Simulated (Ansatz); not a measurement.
Take ZnS in the wurtzite structure (space group P6_3mc, No. 186; a = 3.7823 Å, c = 6.2079 Å) as the base.

The values are results of PBEsol/PAW in Ansatz (a quantum-chemistry and plane-wave program), no SOC, earlier PAW set, not measurements.

For the base:

* **Lattice parameter a**: 3.782 Å
* **Valence-band top at Γ**: 0.00, 0.00, -0.09 eV

It is then changed as follows: hydrostatic tension (pressure −2 GPa).

Q: What does the calculation give for the lattice parameter a after the change?

A: The lattice parameter a increases by 0.035 Å to 3.817 Å.

Q: Estimate the effect on the valence-band top at Γ.

A: The valence-band top at Γ (three highest levels, from the VBM) goes from 0.00, 0.00, -0.09 eV to 0.00, 0.00, -0.08 eV.

The levels and masses belong to the bands next to the band gap. Load acts through the strain it causes; cell and atoms are relaxed under it. No phonon test of stability was made.
